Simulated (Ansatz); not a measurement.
Take LiCl in the rock salt structure (space group Fm-3m, No. 225; a = 5.0642 Å) as the base. Axes: x, y, z lie along the cube axes.

Now apply this change: compressive biaxial strain of 1.67 % in the plane normal to [111], as in epitaxy on a mismatched substrate; the out-of-plane cell vector and the atoms relax.

Computed with PBEsol in Ansatz (plane waves to 420 eV, PAW, spin-orbit coupling left out).

Problem. Give the band edges at the high-symmetry points of the new zone, measured from its valence-band maximum.

Solution. 
```csv
point,valence edge (eV),conduction edge (eV)
Γ,0.00,6.44
T,-0.26,6.68
H₂,-1.25,9.52
H₀,-1.25,9.52
L,-0.33,6.49
S₀,-1.06,7.79
S₂,-1.06,7.79
F,-1.22,7.72
```

The gap is 6.44 eV, direct at Γ.

Whether these cells are dynamically stable was not tested. k-point labels follow each cell's own Brillouin zone.

Ansatz is a quantum-chemistry and plane-wave program.
